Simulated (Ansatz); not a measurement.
Consider a periodic stack without vacuum, fcc Pb (0 0 1) on tetragonal HfO2 (0 0 1) (film strained to the substrate, started from cuts of the bulks and a machine-learned relaxation; slabs Hf6O10 and Pb4, which can lie off the formulas): substrate slab Hf6O10, film Pb4, surface cells [[0, 1], [-1, 0]] and [[1, 0], [1, 1]], film strained by +1.2 and +1.2 %, outermost planes Hf/Hf and Pb/Pb as cut, which need not be the usual terminations and can put a slab off its formula. Its start:

```
CELL_PARAMETERS angstrom
      3.60437     0.00000    -0.02835
      0.00000     3.60437    -0.02848
     -0.80767    -0.80895    25.39081
ATOMIC_POSITIONS crystal
  Hf 0.43127 0.49089 0.05019
  Hf 0.02370 0.01873 0.15022
  O  0.93829 0.50866 0.10988
  O  0.42050 0.00210 0.08739
  Hf 0.54798 0.53790 0.25316
  Hf 0.05336 0.06919 0.35576
  O  0.03551 0.54193 0.21301
  O  0.05341 0.55617 0.31550
  O  0.52625 0.03794 0.19064
  O  0.55186 0.05169 0.29329
  Hf 0.58547 0.60475 0.45871
  Hf 0.09932 0.13126 0.55727
  O  0.07095 0.57668 0.41731
  O  0.08518 0.61971 0.51725
  O  0.56635 0.07057 0.39617
  O  0.58239 0.11361 0.50024
  Pb 0.63303 0.34805 0.75611
  Pb 0.09996 0.73506 0.65275
  Pb 0.87604 0.44277 0.95917
  Pb 0.16675 0.88991 0.85138
```

The start was prepared with a machine-learned potential, and the result is one local minimum, with the in-plane cell held and forces under 0.04 eV/Å; the film can end far from its bulk form.

Level of theory: PBE (plane waves to 420 eV, PAW; Ansatz, an electronic-structure program). No spin–orbit coupling; the runs are not spin-polarised. Its k-point mesh 9×9×1, Fermi–Dirac width 0.05 eV.

Q: Predict the relaxed interface.

A: 
| Property | Value |
|---|---|
| interface area | 13.0 Å² |
| period | 25.37 Å |
| heights between the nearest atoms of the two slabs at the two interfaces | 2.15 and 2.15 Å |
| Hf–Pb contacts across the interfaces within 1.22 times the sum of covalent radii | 8, mean 3.34 Å |
